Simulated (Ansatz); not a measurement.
Start from PtSe$_{2}$ in the CdI2 type structure (space group P-3m1, No. 164; a = 3.772 Å, c = 4.821 Å; layered; relaxed with 0.1 eV smearing). Axes: x lies along a and z along c of the hexagonal cell.

Method: PBE-D3(BJ)/PAW in Ansatz (a program for electronic structure), scalar-relativistic without spin-orbit coupling.

Strains are applied to the cell and any free atomic positions relax.

One change was made to it. Results:

The energy rises by 2.7 meV/atom; the shortest interatomic distance drops by 0.005 Å to 2.521 Å; the pressure (mean of the normal stresses, compression positive) goes from zero to 1.4 GPa.

Q: Name the change that was made.
(A) uniaxial strain ε_zz = −2.50 %
(B) uniaxial strain ε_zz = −1.50 %
(C) uniaxial strain ε_zz = +2.00 %
(D) uniaxial strain ε_zz = −3.00 %
(E) uniaxial strain ε_zz = +1.00 %

A: A, uniaxial strain ε_zz = −2.50 %. For comparison, the energy relative to the base in the other runs: uniaxial strain ε_zz = −3.00 % gives +4.0 meV/atom; uniaxial strain ε_zz = −1.50 % gives +0.9 meV/atom; uniaxial strain ε_zz = +1.00 % gives +0.4 meV/atom; uniaxial strain ε_zz = +2.00 % gives +1.4 meV/atom.

No phonon test of stability was made. All final runs are without spin polarisation.
